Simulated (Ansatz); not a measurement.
The starting structures come from a database of crystals and need not be the phases stable at ambient conditions.

 Where the default PAW files enter, the runs use the earlier of Ansatz's two default sets.

Tunnelling through a barrier is set by its complex band structure: the current falls as exp(−2κd) with the smallest κ.

Consider the following.

```yaml
crystal:
  lattice:
    - [5.75968, 0.00000, 0.00000]
    - [-2.87984, 4.98803, 0.00000]
    - [2.87984, 1.66268, 4.79873]
  atoms:
    - { symbol: Ge, position: [0.75000, 0.37500, 0.87500] }
    - { symbol: Ge, position: [0.25000, 0.37500, 0.37500] }
    - { symbol: Ge, position: [0.75000, 0.37500, 0.37500] }
    - { symbol: Ge, position: [0.25000, 0.87500, 0.37500] }
    - { symbol: Ge, position: [0.00000, 0.00000, 0.00000] }
    - { symbol: Ge, position: [0.50000, 0.75000, 0.75000] }
    - { symbol: N, position: [0.76632, 0.14948, 0.61684] }
    - { symbol: N, position: [0.26632, 0.13316, 0.60052] }
    - { symbol: N, position: [0.76632, 0.61684, 0.61684] }
    - { symbol: N, position: [0.26632, 0.13316, 0.13316] }
    - { symbol: N, position: [0.23368, 0.61684, 0.61684] }
    - { symbol: N, position: [0.73368, 0.13316, 0.13316] }
    - { symbol: N, position: [0.23368, 0.61684, 0.14948] }
    - { symbol: N, position: [0.73368, 0.60052, 0.13316] }
```

Space group of this cell: R-3m. The cell is strained (lengths across the current scaled by 0.98, ions clamped); by PBEsol its mean pressure is 2.9 GPa.

Transport runs along the normal of the first two printed cell vectors, the (111) (indices of the unstrained crystal) plane of the conventional cell.

No gap correction and no spin-orbit coupling; mid-gap values are interpolated between computed energies.

**Question.** Compute, with PBEsol run with Ansatz (a program for electronic structure), the band gap and the smallest decay constant κ at mid-gap.

**Answer.** Gap 2.03 eV on a 8×8×8 mesh; κ = 0.176 1/Å, at the zone centre.
